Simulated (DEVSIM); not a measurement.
System: Schottky contact on n-type CdTe, at 300 K.

| layer (left to right) | material | thickness (μm) | Nd (cm⁻³) | τn (s) | τp (s) |
|---|---|---|---|---|---|
| 1 | CdTe | 11.0 | 7.6e16 | 3.5e-8 | 3.5e-8 |

Left contact: Schottky, work function 5.01 eV, emission velocity 4.4e6 cm/s. Right contact: ohmic. Voltage is applied to the left contact. Recombination: SRH at mid-gap. Mobility is constant in doping. Where it depends on doping, it is μmin + (μ − μmin)/(1 + (N/Nref)^α).

The device is made up for the run: typed textbook-type constants, with dimensions and the other settings drawn at random. Values at 300 K; Nc and Nv go as T^1.5, mobilities as T to minus their exponent, the gap by Varshni's rule with the affinity fixed. The table also holds parameters that only a changed run uses.

| parameter | CdTe |
|---|---|
| gap (eV) | 1.5 |
| affinity (eV) | 4.28 |
| permittivity | 10.2 |
| Nc (cm⁻³) | 8e17 |
| Nv (cm⁻³) | 1.8e19 |
| μn (cm²/Vs) | 1000 |
| μp (cm²/Vs) | 80 |
| μn,min | 100 |
| μp,min | 10 |
| Nref,n | 1e17 |
| Nref,p | 1e17 |
| αn | 0.6 |
| αp | 0.6 |
| T exponent of μn | 1.7 |
| T exponent of μp | 1.5 |
| Cn (cm⁶/s) | 1e-30 |
| Cp (cm⁶/s) | 1e-30 |
| Varshni α (eV/K) | 0.00031 |
| Varshni β (K) | 108 |

DEVSIM, 1D drift-diffusion, Boltzmann statistics, complete ionisation; no tunnelling, impact ionisation, image-force lowering or self-heating. Metal contacts follow the ideal Schottky-Mott rule: no Fermi-level pinning, no interface dipoles.

Base results: dark forward voltage at 100 A/cm² (V) 0.520; dark forward voltage at 1 A/cm² (V) 0.389; potential step across the device at zero bias (V) 0.669; largest field in the device at zero bias (V/cm) 130000.

Problem. What follows from this one change: thickness of layer 1 11 → 6.6 μm?

Solution. dark forward voltage at 100 A/cm² 0.520 → 0.516 V; dark forward voltage at 1 A/cm² little changed (0.389 V); potential step across the device at zero bias little changed (0.669 V); largest field in the device at zero bias little changed (130000 V/cm).

Problem. What follows from this one change: temperature 300 → 400 K?

Solution. dark forward voltage at 100 A/cm² 0.520 → 0.437 V; dark forward voltage at 1 A/cm² 0.389 → 0.262 V; potential step across the device at zero bias 0.669 → 0.634 V; largest field in the device at zero bias little changed (130000 V/cm).

Problem. What follows from this one change: doping Nd of layer 1 7.6e+16 → 2.3e+16 cm^-3?

Solution. dark forward voltage at 100 A/cm² 0.520 → 0.542 V; dark forward voltage at 1 A/cm² little changed (0.391 V); potential step across the device at zero bias 0.669 → 0.638 V; largest field in the device at zero bias 130000 → 70000 V/cm.

Problem. What follows from this one change: metal work function 5.01 → 4.91 eV?

Solution. dark forward voltage at 100 A/cm² 0.520 → 0.420 V; dark forward voltage at 1 A/cm² 0.389 → 0.289 V; potential step across the device at zero bias 0.669 → 0.569 V; largest field in the device at zero bias 130000 → 120000 V/cm.

Problem. What follows from this one change: doping-dependent mobility in place of the constant one?

Solution. dark forward voltage at 100 A/cm² 0.520 → 0.528 V; dark forward voltage at 1 A/cm² little changed (0.390 V); potential step across the device at zero bias little changed (0.669 V); largest field in the device at zero bias little changed (130000 V/cm).
